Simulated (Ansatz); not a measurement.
Take CdS in the wurtzite structure (space group P6_3mc, No. 186) as the base.

```cif
data_Cd2S2
_chemical_formula_sum 'Cd2 S2'
_space_group_name_H-M_alt 'P 1'
_space_group_IT_number 1
_cell_length_a 4.16433
_cell_length_b 4.16433
_cell_length_c 6.76883
_cell_angle_alpha 90.000
_cell_angle_beta 90.000
_cell_angle_gamma 120.000
loop_
_space_group_symop_operation_xyz
  'x, y, z'
loop_
_atom_site_label
_atom_site_type_symbol
_atom_site_fract_x
_atom_site_fract_y
_atom_site_fract_z
_atom_site_occupancy
Cd1 Cd 0.66667 0.33333 0.00098 1
Cd2 Cd 0.33333 0.66667 0.50098 1
S1 S 0.66667 0.33333 0.62422 1
S2 S 0.33333 0.66667 0.12422 1
```

Level of theory: r2SCAN (Ansatz, a quantum-chemistry and plane-wave program, PAW, no spin-orbit coupling), earlier PAW set.

One change was made to it. Results:

```json
[
 {"quantity": "band gap", "base": "1.63 eV", "after": "1.70 eV"},
 {"quantity": "density", "base": "4.72 g/cm³", "after": "4.85 g/cm³"},
 {"quantity": "valence-band top at Γ (three highest levels, from the VBM)", "base": "0.00, 0.00, -0.04 eV", "after": "0.00, 0.00, -0.05 eV"},
 {"quantity": "width of the top valence band", "base": "1.66 eV", "after": "1.75 eV"}
]
```

Problem. Which of these changes matches the shifts?
(A) pressure 4.2 GPa
(B) pressure 18 GPa
(C) pressure 1.8 GPa
(D) pressure 30 GPa
(E) pressure −2 GPa

Solution. C, pressure 1.8 GPa. For comparison, the band gap in the other runs: pressure 30 GPa gives 1.57 eV; pressure −2 GPa gives 1.54 eV; pressure 4.2 GPa gives 1.77 eV; pressure 18 GPa gives 2.02 eV.

Load acts through the strain it causes; cell and atoms are relaxed under it. Stability against distortions was not tested. Measured, CdS leaves this structure (for rock salt) near 2.54 GPa (temperature not stated; as listed in Datta, Sujoy, Jana, Debnarayan, arXiv (2020)), on rising pressure, with hysteresis.
